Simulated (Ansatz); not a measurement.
Base system: La (space group P6_3/mmc, No. 194; a = 3.7856 Å, c = 12.0327 Å).

All numbers come from r2SCAN (Ansatz, a first-principles code; PAW; 500 eV plane waves; scalar-relativistic without spin-orbit coupling).

One change was made to it. Results:

```json
[
 {"quantity": "lattice parameter a", "base": "3.786 Å", "after": "3.934 Å"},
 {"quantity": "c/a ratio", "base": "3.179", "after": "3.284"}
]
```

Question: Which of these changes matches the shifts?
(A) La → Ca
(B) La → Sr
(C) La → Cs
(D) La → Ba

Answer: A, La → Ca. For comparison, the lattice parameter a in the other runs: La → Sr gives 4.302 Å; La → Cs gives 5.621 Å; La → Ba gives 4.550 Å.

Whether these cells are dynamically stable was not tested. As relaxed here, Ba is a hypothetical phase, not in the database extracts checked. For Cs in this form, whether it has been made was not checked. This is not the structure that Ca has at room temperature and ambient pressure. This is not the structure that Sr has at room temperature and ambient pressure. This is not the structure that Cs has at room temperature and ambient pressure.
